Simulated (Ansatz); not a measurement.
Defect migration in rutile TiO2: Nb-vacancy pair (Nb on one host Ti site, one O site vacant), charge state +3. The step: a nearby O atom hops onto the vacant site (Nb-vacancy distance between ideal sites 1.96 → 3.52 Å); the atom moves 2.66 Å along (-0.47, 0.10, 0.48) of the unit cell; the moving atom starts with neighbours O at 2.51; 2 Ti at 1.95, Ti at 2.03 Å and ends with Nb at 2.05; Ti at 1.97, Ti at 1.99 Å. DFT values are from Ansatz (plane-wave PAW, 420 eV unless said) in a cell of 72 host sites, spin-restricted, static, with no finite-size correction. The charge state is imposed; whether it is stable for some Fermi level was not computed. Forms of the defect that were not tried may lie lower. The start lies 0.53 eV above the lowest site run (PBE). For the PBE band: the saddle point's order was not checked.

```json
[
 {"Level": "CHGNet universal potential (has no charge state), its own band", "Forward barrier (eV)": "0.54", "Cost of the band or of the saddle's single point": "-"},
 {"Level": "PBE, one k-point at (0.250, 0.250, 0.250), band relaxed", "Forward barrier (eV)": "0.77", "Cost of the band or of the saddle's single point": "roughly 2.2 core-hours"},
 {"Level": "PBE, a 2×2×2 k-point mesh shifted by half a step, same geometries", "Forward barrier (eV)": "0.77", "Cost of the band or of the saddle's single point": "about 4 core-minutes (a rough figure)"},
 {"Level": "r2SCAN at 500 eV, one k-point at (0.250, 0.250, 0.250), same geometries", "Forward barrier (eV)": "?", "Cost of the band or of the saddle's single point": "about 2.9 core-minutes (a rough figure)"}
]
```

Some entries are withheld; supply them.


- r2SCAN at 500 eV, one k-point at (0.250, 0.250, 0.250), same geometries, Forward barrier (eV): 0.85

Ansatz is a quantum-chemistry and plane-wave program.
